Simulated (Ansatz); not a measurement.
Structure of amorphous Si48N60 (periodic cell):

```
N5Si4
1.0
   10.91452     0.00000     0.00000
    0.00000    10.91452     0.00000
    0.00000     0.00000    10.91452
Si N
48 60
Cartesian
  3.24853   9.70484   9.66285
  5.67706  10.04406   3.09141
  5.70981   3.38008  10.51082
  7.18884   3.48881   6.02351
  0.37474   8.38878   9.73200
  0.65069   2.65169   7.99988
  3.67699   1.35579   3.68628
 10.20673   5.62375   9.31279
  0.89229   1.45765  10.81036
  1.35975   4.86977   3.38511
  7.92218   4.89068   3.15623
  0.72466   2.11679   4.73503
  3.29730   1.55965   6.52034
  3.11235   3.32500   1.27162
  5.35527   5.76499   1.30021
  7.52487   4.87491   8.60721
  3.68917   3.94846   3.54253
  5.71431   7.42558   9.48611
  6.63272   0.29636   0.10691
  8.15216  10.36949   3.76093
  4.63066   8.68238   1.03182
  0.19333   6.23649   1.28374
  8.90631   9.15168   1.12468
  0.22505   9.74507   3.66744
  3.05445   7.20360   5.91234
  3.20053   8.50993   3.75676
  7.50545   0.32254   6.55515
  4.79188   4.73927   7.90118
 10.13978   6.76834   4.40731
  5.88644   9.70476   8.32791
  4.40419  10.22608   5.86408
 10.72704   0.62869   2.06985
  6.50538   2.08877   4.13609
  0.12237   7.09973   7.09566
  8.10400   7.42910   7.63462
  4.38627   6.08555   3.40490
  8.18176  10.00382   9.42399
 10.31646  10.88249   8.39544
  5.66956   6.07741   6.05728
  8.31468   4.80486   0.63793
 10.07828   4.25686   6.76316
  7.15642   7.41295   4.48421
  3.28633   2.20170   9.27859
 10.66927   3.54026   2.03832
  1.60750   9.24567   1.19942
  4.30139   0.80723   0.67975
  1.70795   9.56874   7.23702
  9.83096   9.46546   6.06992
  7.38672   3.66251   4.26684
  8.60344   0.07275   7.96618
  7.07486   8.98318   3.62339
  2.90813   6.79517   4.11159
  6.96458   1.79811   5.85527
  1.59448   7.89990   6.58544
  8.19114  10.50018   0.26329
  0.32532   3.40778   3.65933
  9.54185   8.09217   7.02974
  2.44637   1.85675   4.89861
  8.61854  10.49406   5.40804
  5.37314   7.27891   0.26823
  6.94292   0.59612   3.28478
  8.65974   6.13227   8.65740
  3.88755   8.63347   5.37925
  9.59723  10.17795   2.54385
  0.84901  10.79926   0.83678
  7.38016   4.04674  10.18716
  3.34685   1.46286   1.92993
  3.11903   9.12098   0.38214
  5.93806   5.84576   8.72148
  0.02005   2.72664   6.31452
  1.72931   9.19334   2.95444
  4.65323   3.34806   9.03088
 10.70398   2.07589   1.15017
  9.83156   5.63297   0.10028
  4.63582   4.28287   0.65300
  4.03591   6.09033   6.81861
  9.97192   9.52293   9.48950
  0.65391   7.86642   0.54435
  3.01019  10.64345   6.83861
  2.27088   2.63669  10.68126
  7.17032   8.42688   8.79651
  1.71462   9.32960   8.99002
 10.41866   8.56318   4.67050
  7.02731   7.17988   6.28646
  8.33700   4.05765   7.14168
  0.18762   6.29227   3.07177
  5.43880  10.32571   1.16724
  5.76284   6.39868   4.36521
  0.17967  10.34940   6.90736
  2.36164   2.39732   7.83263
  5.77828   1.79684   0.33093
  0.33804   6.88965   8.82876
  0.19027   1.34989   9.16352
  3.63514   0.51047   9.94082
  4.85667   2.61859   3.85239
 10.77672   4.21252   8.39261
 10.60716   5.81118   5.94922
  4.59847   8.74650   8.96618
  7.02972   5.41343   1.69370
  6.51589  10.80952   9.39972
  1.11890   4.67307   1.53586
  0.24718   0.62740   3.80407
  4.45655  10.80052   4.17059
  8.49500   6.39992   3.96947
  4.54877   8.59368   2.71027
  9.04546   4.09218   2.05268
  5.98461  10.24781   6.71451
  5.80691   4.38496   6.54409
```

Methods: PBE, scalar-relativistic without spin-orbit coupling (Ansatz, a program for electronic structure); r2SCAN, scalar-relativistic without spin-orbit coupling (Ansatz); HSE06, scalar-relativistic without spin-orbit coupling (Ansatz). Neutral PBE cell, which sets geometry, pressure and energy: sampling: a 2×2×2 Γ-centred mesh; Fermi-Dirac width 0.02 eV; no spin polarisation. The usual formal charges leave 12 electrons over, so the level spacing at the Fermi energy parts defect or band states and needn't be the band gap. Exact exchange is cut at the faces of this 11 Å cell, which leaves hybrid gaps a finite-size error.

Preparation: random packing, a CHGNet melt and quench, and a DFT relaxation. N atoms were pushed apart under 1.9 Å during the dynamics, to hinder bonds among them. The hot cell started wider than the set density and was brought back towards it in steps. It is the lowest in DFT energy of 2 quenches. It is a model cell: composition and starting density were chosen by hand, and all elements were melted together. No dispersion term was used. Cooling ran many orders faster than in experiment, which tends to leave more defects and strain. One small periodic cell is one sample of the glass; other quenches scatter about these values. The volume was held where the preparation left it.

**Question.** Give the pressure, the energy against reference phases and the spacing of the highest filled and lowest empty levels.

**Answer.** 
| Item | Result |
|---|---|
| Pressure on a 2×2×2 Γ-centred mesh | -42.5 kbar |
| Largest force and stress component on that mesh (the relaxation ran on the zone centre alone) | 0.09 eV/Å and 6.2 GPa |
| Energy relative to beta Si3N4 + silicon (lowest mix at this level among the phases computed, not always the ambient ones) | 0.352 eV/atom |
| Level spacing at the Fermi energy on a 2×2×2 Γ-centred mesh (PBE) | 1.19 eV |
| Level spacing at the Fermi energy at the zone centre (PBE) | 1.25 eV |
| Level spacing at the Fermi energy at the zone centre (r2SCAN) | 1.48 eV |
| Level spacing at the Fermi energy at the zone centre (HSE06) | 2.08 eV |
| Distance between the nearest levels spread over more than a fifth of the atoms or a third of the atoms of their main element (six at least) (PBE, zone centre) | 2.30 eV |

**Question.** At PBE and the zone centre, how localised are the states just below and above the Fermi level (participation number: the atoms over which a state spreads)?

**Answer.** The highest filled state is spread over 4.4 atoms' worth, largest on Si13, with weights by element (charge in smoothed Voronoi cells) Si 0.61, N 0.39. The lowest empty state is spread over 21.2 atoms' worth, largest on Si17, with weights by element (charge in smoothed Voronoi cells) Si 0.61, N 0.39.

At PBE the levels at the filled edge of the gap are localised (band-tail or defect states), and the nearest spread-out levels lie 2.3 eV apart at the zone centre.

Neighbours within Si-Si 2.60 Å, Si-N 2.12 Å, N-N 1.70 Å count as bonded. Two cations that share two anions don't count as bonded, nor two that share one unless they lie closer than Si-Si 2.38 Å.

A PBE run started with 1 μB on atoms that lack a bond or may hold spare charge lost its moments; other starts weren't tried.
